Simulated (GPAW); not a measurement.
Worked example: self-consistent single point of CoBiO3 (P4mm, 5 atoms in the cell) in GPAW.

Method: LDA (Perdew-Wang 92), GPAW PAW datasets LDA (gpaw-data 1.0.1) (plane waves; GPAW).

```
CoBiO3
1.0
    3.71587     0.00000     0.00000
    0.00000     3.71587     0.00000
    0.00000     0.00000     4.01158
Co Bi O
1 1 3
Direct
  0.50000   0.50000   0.62281
  0.00000   0.00000   0.05096
  0.50000   0.00000   0.69608
  0.00000   0.50000   0.69608
  0.50000   0.50000   0.16257
```

Reference input (self-consistent single point, DFT PBEsol, plane waves, GPAW PAW datasets PBEsol (made by gpaw-setup)): mode = pw; ecut = 950 eV; xc = PBEsol; kpts = 9 9 9; mesh shift (steps) = 0 0 0; occupations.name = fermi-dirac; occupations.width = 0.1 eV; nbands = -9; convergence.density = 1e-05 e/electron; convergence.energy = 1e-05 eV/electron; symmetry.symmorphic = false; symmetry.tolerance = 0.0005. This run's input differs from it in these lines:

```diff
@@ -16,3 +16,3 @@
 calc = GPAW(mode={'name': 'pw', 'ecut': 950},
-            xc='PBEsol',
+            xc='LDA',
             kpts=(9, 9, 9),
```

Its files differ too (potentials: GPAW PAW datasets LDA (gpaw-data 1.0.1)).

Output, abridged:

```
     iter     time        total  log10-change:
                         energy   eigst   dens
iter:   1 --:--:--   -42.005330
iter:   2 --:--:--   -40.900986   -1.03  -1.01
iter:   3 --:--:--   -38.563277   -1.18  -1.07
iter:   4 --:--:--   -38.312432   -1.70  -1.41
iter:   5 --:--:--   -38.451500   -1.41  -1.46
   [... 2 lines left out ...]
iter:   8 --:--:--   -38.052271   -3.27  -2.50
iter:   9 --:--:--   -38.052017   -4.23  -2.62
iter:  10 --:--:--   -38.050464   -4.14  -2.65
iter:  11 --:--:--   -38.050344   -4.76  -2.97
iter:  12 --:--:--   -38.050303c  -4.80  -3.13
iter:  13 --:--:--   -38.050337c  -5.59  -3.21
iter:  14 --:--:--   -38.050349c  -5.56  -3.25
iter:  15 --:--:--   -38.050369c  -6.54  -3.28
iter:  16 --:--:--   -38.050359c  -5.45  -3.29
iter:  17 --:--:--   -38.050344c  -6.16  -3.84
iter:  18 --:--:--   -38.050331c  -6.51  -3.88
iter:  19 --:--:--   -38.050329c  -6.78  -4.05
iter:  20 --:--:--   -38.050310c  -6.66  -4.13
iter:  21 --:--:--   -38.050306c  -7.05  -4.48
iter:  22 --:--:--   -38.050308c  -7.65c -4.57
iter:  23 --:--:--   -38.050306c  -7.76c -4.81
iter:  24 --:--:--   -38.050304c  -7.82c -4.85
iter:  25 --:--:--   -38.050305c  -8.69c -5.10c
Converged after 25 iterations.

Dipole moment: (0.000000, 0.000000, -6.046170) |e|*Ang

Energy contributions relative to reference atoms: (reference = -628460.338584)

Kinetic:        +52.987939
Potential:      -48.913571
External:        +0.000000
XC:             -41.060891
Entropy (-ST):   -0.101288
Local:           -1.013137
SIC:             +0.000000
--------------------------
Free energy:    -38.100949
Extrapolated:   -38.050305

Showing only first 2 kpts
 Kpt  Band  Eigenvalues  Occupancy
  0    19      7.86448    1.99910
  0    20      7.86448    1.99910
  0    21      8.49707    1.59967
  0    22      8.51008    1.55639

  1    19      7.94350    1.99803
  1    20      7.94350    1.99803
  1    21      8.50621    1.56958
  1    22      8.77133    0.40935

Fermi level: 8.63559

No gap
No difference between direct/indirect transitions
Energy (eV): -38.050305

Forces in eV/Ang:
  0 Co    0.00000    0.00000   -0.24152
  1 Bi    0.00000    0.00000   -0.13368
  2 O     0.00000    0.00000    0.22743
  3 O     0.00000    0.00000    0.22743
  4 O     0.00000    0.00000   -0.07825

Stress tensor:
     0.037253     0.000000     0.000000
     0.000000     0.037253     0.000000
     0.000000     0.000000     0.021691
Stress (GPa, Voigt): [5.9685 5.9685 3.4753 0.     0.     0.    ]
```

The run converged in 25 iterations. GPAW prints stress with tension positive. Against the reference run the largest force goes from 0.198 to 0.242 eV/Å.

At such cutoffs GPAW's stress carries a finite-basis (Pulay) error, which enters relaxed cells too; its log prints stress with tension positive.

The starting cell comes from a database of computed structures (which also holds hypothetical and non-ambient phases and stackings), without a prior relaxation at this level. Its lattice was rescaled by a random factor within 2.5 % of one. Spin polarisation is off, so a magnetic state, if there is one, cannot be reached.

Cost on one core of a shared machine: roughly 2 min.
